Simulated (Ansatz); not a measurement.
SbP in the rock salt structure (space group Fm-3m, No. 225; a hypothetical phase, not in the database extracts checked)

```
CELL_PARAMETERS angstrom
      0.00000     2.77926     2.77926
      2.77926     0.00000     2.77926
      2.77926     2.77926     0.00000
ATOMIC_POSITIONS crystal
  P  0.00000 0.00000 0.00000
  Sb 0.50000 0.50000 0.50000
```

Calculations: Ansatz (a program for electronic structure), PBEsol, PAW, cutoff 420 eV, spin-orbit coupling left out. k-mesh 14×14×14 (Γ-centred); smearing 0.05 eV (Fermi–Dirac).

```yaml
volume_per_atom: 21.47 Å³
density: 5.91 g/cm³
band_gap: zero
total_energy: -3573.986 eV/atom (σ→0; compares only within this code and set-up)
```

Stability against distortions was not tested. The final runs are not spin-polarised.
